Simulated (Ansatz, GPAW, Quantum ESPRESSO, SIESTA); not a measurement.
## One structure in several programs: Nb₆AlGe (Pm-3, 8 atoms in the cell)

Self-consistent single point, at a second geometry (lattice scaled by 0.98). First geometry:

```
Nb6AlGe
1.0
    5.21768     0.00000     0.00000
    0.00000     5.21768     0.00000
    0.00000     0.00000     5.21768
Al Nb Ge
1 6 1
Direct
  0.50000   0.50000   0.50000
  0.00000   0.50000   0.74995
  0.00000   0.50000   0.25005
  0.74995   0.00000   0.50000
  0.25005   0.00000   0.50000
  0.50000   0.74995   0.00000
  0.50000   0.25005   0.00000
  0.00000   0.00000   0.00000
```

Shared settings, as Ansatz (an electronic-structure program) writes them: kpoints.mp_grid.grid = 5 5 5; scf.occupations.method = fermi_dirac; scf.occupations.width = 0.1 eV. Potentials and cutoffs stand in the table.

| code | model | ΔF from the first geometry (meV/atom) | pressure (GPa) | largest force (eV/Å) | cutoff |
|---|---|---|---|---|---|
| Quantum ESPRESSO | LDA (PW92), PseudoDojo standard norm-conserving (LDA) pseudopotentials | -47.8 | -2.32 | 0.009 | 85 Ry |
| Ansatz | LDA (PW92), PAW files made with PBE | -48.1 | -2.38 | 0.006 | default |
| SIESTA | LDA PW92, numerical atomic orbitals DZP, PseudoDojo LDA standard norm-conserving potentials (rewritten from UPF to PSML) | -47.0 | -1.85 | 0.078 | grid 300 Ry |
| GPAW | LDA (Perdew-Wang 92), GPAW PAW datasets LDA (gpaw-data 1.0.1) | -52.9 | -3.28 | 0.004 | 550 eV |

On Ansatz's run: spin polarisation is off.

The spread over the programs that give each value: ΔF from the first geometry within 5.9 meV/atom; pressure within 1.43 GPa; largest force within 0.074 eV/Å.

SIESTA uses small atom-centred bases, whose incompleteness enters pressures, forces and empty levels differently from a plane-wave cutoff. Ansatz's pressure is given at a fixed set of plane waves, as the other plane-wave codes print theirs.

The starting cell comes from a database of computed structures (which also holds hypothetical and non-ambient phases and stackings), without a prior relaxation at this level. Its lattice was rescaled by a random factor within 2.5 % of one. For this run, on top of that: lattice scaled by 0.98.

Left out of this page: ABINIT and FLEUR (with a known weakness of the program); Elk (not drawn, or without a comparable value).

Keys are those of Ansatz 0.2.
